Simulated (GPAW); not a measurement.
Band structure of Al2Cu (I4/mmm, 3 atoms in the cell).

```
CELL_PARAMETERS angstrom
     -2.03034     2.03034     2.85109
      2.03034    -2.03034     2.85109
      2.03034     2.03034    -2.85109
ATOMIC_POSITIONS crystal
  Al 0.75000 0.25000 0.50000
  Al 0.25000 0.75000 0.50000
  Cu 0.50000 0.50000 0.00000
```

Method: PBEsol, GPAW PAW datasets PBEsol (made by gpaw-setup) (plane waves; GPAW).

Settings: mode = pw; ecut = 850 eV; xc = PBEsol; kpts = 9 9 9; mesh shift (steps) = 0 0 0; occupations.name = methfessel-paxton; occupations.width = 0.05 eV; occupations.order = 0; nbands = -9; convergence.forces = 0.001 eV/Å; symmetry.symmorphic = false; symmetry.tolerance = 0.0005; maxiter = 150; bandpath_npoints = 40.

The starting cell comes from a database of computed structures (which also holds hypothetical and non-ambient phases and stackings), without a prior relaxation at this level. Spin polarisation is off.

Levels in eV from the Fermi level, bands 6 to 12:
| point | 6 | 7 | 8 | 9 | 10 | 11 | 12 |
|---|---|---|---|---|---|---|---|
| Γ | -4.02 | 2.92 | 2.92 | 2.94 | 2.97 | 3.02 | 3.02 |
| X | -3.86 | -3.75 | -1.99 | -1.94 | 0.45 | 1.54 | 9.10 |
| Y | -3.82 | -3.59 | -3.59 | -2.46 | 4.07 | 4.30 | 5.05 |
| S | -4.00 | -3.79 | -3.18 | -1.35 | 1.19 | 4.33 | 6.65 |
| Z | -3.86 | -3.73 | -2.01 | -2.01 | 0.36 | 1.50 | 9.11 |
| S1 | -4.00 | -3.79 | -3.18 | -1.35 | 1.19 | 4.33 | 6.65 |
| N | -3.96 | -3.96 | 0.61 | 0.67 | 2.96 | 2.99 | 3.89 |
| P | -3.84 | -3.59 | -3.59 | -2.44 | 4.26 | 4.26 | 5.16 |
| Y1 | -3.82 | -3.59 | -3.59 | -2.46 | 4.07 | 4.30 | 5.05 |

Bands cross the Fermi level along this path, so the cell is metallic at this level.
